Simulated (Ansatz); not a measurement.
Consider CdSe in the wurtzite structure (space group P6_3mc, No. 186; a = 4.340 Å, c = 7.078 Å). Axes: x lies along a and z along c of the hexagonal cell.

The values are results of r2SCAN (Ansatz, a first-principles code), no spin-orbit coupling, not measurements.

One thing is altered: the cell is scaled by 1.0076 in all directions, atoms relaxed at fixed cell.

Q: Predict the stress tensor and what it implies for the stiffness.

A: Stress of the strained cell less that of the base (GPa, compression positive):
```
  -1.11    0.00    0.00
   0.00   -1.11    0.00
   0.00    0.00   -1.11
```

Then B = −ΔP/(ΔV/V₀) with ΔV/V₀ = 0.0230 gives secant stiffness values (nonlinear terms included at this strain): B (at held cell shape, above the free-shape value) ≈ 48 GPa.

Whether these cells are dynamically stable was not tested.
